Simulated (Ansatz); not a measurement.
Take BeTe in the zinc blende structure (space group F-43m, No. 216; a = 5.604 Å) as the base. Axes: x, y, z lie along the cube axes.

Modification: tensor shear ε_xy = +2.00 % (engineering shear γ = 0.0400); the atoms relax in the strained cell.

Level of theory: Ansatz (a first-principles code) PBEsol, no spin-orbit coupling.

### Question
Give the band edges at the high-symmetry points of the new zone, measured from its valence-band maximum.

### Answer
```
point  valence edge (eV)  conduction edge (eV)
-----  -----------------  --------------------
Γ                   0.00                  3.22
X                  -2.63                  1.57
F₂                 -2.62                  2.23
Σ₀                 -2.62                  2.23
Y₀                 -2.27                  2.65
U₀                 -2.27                  2.65
R                  -1.38                  2.75
W                  -3.47                  5.02
S                  -1.16                  3.07
T                  -2.88                  1.66
```

The gap is 1.57 eV, indirect, Γ → X.

Spin-orbit coupling, missing from the scalar runs, can matter with Te. Whether these cells are dynamically stable was not tested. Labels are those of the standard path for the cell's own space group.
